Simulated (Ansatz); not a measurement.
**rock-salt ZrN: the defect Zr_N**

All values below come from PBE, PAW (plane waves to 420 eV; Ansatz, a program for electronic structure). Set-up: 64-site cell; 4×4×4 shifted k-points; start: the N site; finite-size errors of tenths of an eV; the relaxation kept the symmetry of the starting site.

Neighbours after relaxation, in Å: of the Zr atom: Zr 2.50, Zr 2.50, Zr 2.50, Zr 2.50, Zr 2.50, Zr 2.50.

Formation energies E_f are those of the neutral cell. Chemical conditions: N-rich (Δμ(N) = 0.00 eV, Δμ(Zr) = -3.46 eV; only phases computed here count, gases as isolated molecules at 0 K); Zr-rich (Δμ(N) = -3.46 eV, Δμ(Zr) = 0.00 eV; only phases computed here count, gases as isolated molecules at 0 K). Reference phases: N: N2 molecule in a box, Zr: hcp Zr.

```
charge         moment (μB)  point group  largest move off a lattice site (Å)  E_f, N-rich (eV)  E_f, Zr-rich (eV)
------  ------------------  -----------  -----------------------------------  ----------------  -----------------
0       not spin-polarised           Oh                                 0.20             17.75              10.83
```

Point groups are those of the whole cell at tolerances of 0.03 and 0.1 Å ("near" where only the looser one holds); none is given for unsettled states.

All states together cost roughly 5 core-minutes.
